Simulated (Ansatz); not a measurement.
Start from MgS in the rock salt structure (space group Fm-3m, No. 225).

```
MgS
1.0
    0.00000     2.60256     2.60256
    2.60256     0.00000     2.60256
    2.60256     2.60256     0.00000
S Mg
1 1
Cartesian
  0.00000   0.00000   0.00000
  2.60256   2.60256   2.60256
```

Cartesian axes are those of the cell as printed.

All numbers come from r2SCAN, PAW, 500 eV (Ansatz, a quantum-chemistry and plane-wave program; without spin-orbit coupling), earlier PAW set.

For the base:

Band gap: 3.47 eV
Valence-band top at Γ: 0.00, 0.00, 0.00 eV

The change: uniaxial stress, 8 GPa tension along z; all other stress components relax to zero.

Estimate the effect on the band gap, energy relative to the base, valence-band top at Γ and strain response.

The band gap decreases by 0.455 eV, from 3.47 eV to 3.01 eV; the energy increases by 69 meV/atom; the valence-band top at Γ (three highest levels, from the VBM) changes from 0.00, 0.00, 0.00 eV to 0.00, -0.39, -0.39 eV; the strain response (xx, yy, zz) is (−2.13, −2.13, +12.47) %.

Stability under load was not tested beyond the relaxation.
